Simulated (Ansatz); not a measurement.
Input:

```
SnS2
1.0
    3.88646     0.00000     0.00000
   -1.94323     3.36577     0.00000
    0.00000     0.00000    18.93629
Sn S
1 2
Direct
  0.00000   0.00000   0.50000
  0.33333   0.66667   0.57458
  0.66667   0.33333   0.42542
```

Computed with PBE, rigid bands (plane waves, PAW, scalar-relativistic; Ansatz, a first-principles code). Condition of this run: biaxial strain +5 %. Cell: cell and atoms relaxed with PBE, then loaded as said.

**Question.** What conductivity effective mass do dilute holes have at 300 K?

**Answer.** 2.3 mₑ.

**Question.** Predict the electron conductivity mass (n e² τ/σ) at 300 K, by direction if it differs.

**Answer.** 0.46 mₑ.

**Question.** And the band gap?

**Answer.** 1.49 eV at this level; semilocal functionals usually fall short of the measured gap.

Rigid bands, one relaxation time for all states, no polarons. Spin-orbit coupling is left out; where it splits the top of the valence band it changes the hole mass and lowers the gap by about a third of the splitting.
